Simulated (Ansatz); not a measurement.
## Response to strain in BN

Consider BN in the zinc blende structure (space group F-43m, No. 216; a = 3.610 Å).

Strains are applied to the cell and any free atomic positions relax.

The values are results of DFT with r2SCAN, PAW potentials and a 500 eV plane-wave cutoff in Ansatz (an electronic-structure program), scalar-relativistic without spin-orbit coupling, not measurements.

Notes on the quantities. energy relative to the base: free energy F.

```tsv
variant	pressure	smallest direct gap	energy relative to the base
base	0.00 GPa	9.59 eV	0 meV/atom
isotropic strain +0.50 %	-5.70 GPa	9.51 eV	+1.6 meV/atom
isotropic strain +1.00 %	…	…	…
isotropic strain +1.50 %	-16.13 GPa	9.36 eV	+14 meV/atom
isotropic strain +2.00 %	-20.88 GPa	9.29 eV	+25 meV/atom
isotropic strain +2.50 %	-25.34 GPa	9.21 eV	+38 meV/atom
isotropic strain +3.00 %	-29.52 GPa	9.13 eV	+54 meV/atom
```

Q: Fill in the withheld entries from the trend.

A: 
- isotropic strain +1.00 %, pressure: -11.07 GPa
- isotropic strain +1.00 %, smallest direct gap: 9.44 eV
- isotropic strain +1.00 %, energy relative to the base: +6.3 meV/atom

Stability against distortions was not tested.
